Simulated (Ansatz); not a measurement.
# What isotropic strain −5.99 % does to HfN

Consider HfN in the rock salt structure (space group Fm-3m, No. 225; a = 4.526 Å; relaxed with 0.1 eV smearing).

Modification: every lattice vector is shortened by 5.99 %; the atoms relax in the strained cell.

Computed with r2SCAN (Ansatz, an electronic-structure program; PAW; 500 eV plane waves; without spin-orbit coupling), earlier PAW set. Settings: 22×22×22 k-points, 0.1 eV Fermi–Dirac smearing.

The volume per atom drops by 1.96 Å³ (11.59 Å³ → 9.63 Å³) and the space group stays Fm-3m (No. 225). The shortest interatomic distance decreases by 0.1356 Å (2.263 Å → 2.128 Å) and the energy rises by 0.401 eV/atom. The pressure goes from zero to 77.0 GPa and the band gap stays zero.

Final structure:

```
CELL_PARAMETERS angstrom
      0.00000     2.12751     2.12751
      2.12751     0.00000     2.12751
      2.12751     2.12751     0.00000
ATOMIC_POSITIONS crystal
  N  0.00000 0.00000 0.00000
  Hf 0.50000 0.50000 0.50000
```

Whether these cells are dynamically stable was not tested. All final runs are without spin polarisation. An odd electron count without spin: HfN.
